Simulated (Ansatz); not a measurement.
## Defect calculation: Ge_Si in 6H silicon carbide

Method: PBE, PAW (plane waves to 420 eV; Ansatz, a first-principles code). A supercell of 144 sites (3×2×1 repeats of a cell of 24 atoms) was used; the energies come from a 2×2×1 shifted sampling of its zone. Site at the start: the Si(k2) site. Energies of charged states are corrected for periodic images (point charge plus alignment at distant sites). Dielectric constants: PBE linear response of the host. Host gap at this level: 2.01 eV. These values are not converged in cell size to better than tenths of an eV. Levels are measured in PBE's own, too narrow, gap. Spin–orbit coupling is left out. Each state is the lowest found from its start.

Charges with a result: +1, 0, −1. Others weren't obtained, and one of them could lie lower, also by skipping a charge.

| charge | moment (μB) | largest move off a lattice site (Å) | image correction with alignment (eV) |
|---|---|---|---|
| +1* | quenched | 0.07 | – |
| 0 | not spin-polarised | 0.08 | 0.00 |
| −1* | fractional | 0.08 | – |

* At this level the carrier isn't localised at the defect: at charge +1 holes occupy the valence band; at charge −1 electrons occupy the conduction band. Such a state is shallow or no state of the defect, and this cell gives it no level.

Starting moments that weren't kept: charge +1 began with 1 μB and ended with 0.0.

Flagged in the runs: a doubtful potential alignment, a host whose relaxation on this sampling wasn't shown to rest.
